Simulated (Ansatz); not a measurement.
System: SnPSe3 (P2₁/c, No. 14). Method: PBEsol in Ansatz (plane waves, PAW).

Numerical settings: plane-wave cutoff 520 eV, 6×6×4 k mesh (along the axes of the cell as run), Fermi–Dirac smearing 0.01 eV, scalar-relativistic PAW data made under PBE.

Cell (measured lattice):

```cif
data_P4Se12Sn4
_chemical_formula_sum 'Se12 P4 Sn4'
_space_group_name_H-M_alt 'P21/c'
_space_group_IT_number 14
_space_group_name_Hall '-P 2ybc'
_cell_length_a 6.81000
_cell_length_b 7.67900
_cell_length_c 11.70600
_cell_angle_alpha 90.000
_cell_angle_beta 124.400
_cell_angle_gamma 90.000
loop_
_atom_site_label
_atom_site_type_symbol
_atom_site_symmetry_multiplicity
_atom_site_Wyckoff_symbol
_atom_site_fract_x
_atom_site_fract_y
_atom_site_fract_z
_atom_site_occupancy
Se1 Se 4 e 0.12130 0.99250 0.23070 1
Se2 Se 4 e 0.21380 0.30210 0.04150 1
P1 P 4 e 0.37510 0.10620 0.43510 1
Se3 Se 4 e 0.39170 0.80840 0.05600 1
Sn1 Sn 4 e 0.71580 0.12510 0.25400 1
```

Task: Estimate the band gap, smallest direct gap on the k points sampled and direct gap at Γ that the calculation returns.

Result: 
band gap: 1.19 eV
smallest direct gap on the k points sampled: 1.35 eV
direct gap at Γ: 1.72 eV

Note: cell and atoms aren't relaxed at this level (pressure -0.4 GPa).

Spin–orbit coupling is not included.

The computed numbers hold no vibrational or temperature effects.

Computing time: very roughly 7 core-minutes.

Ansatz is a quantum-chemistry and plane-wave program.
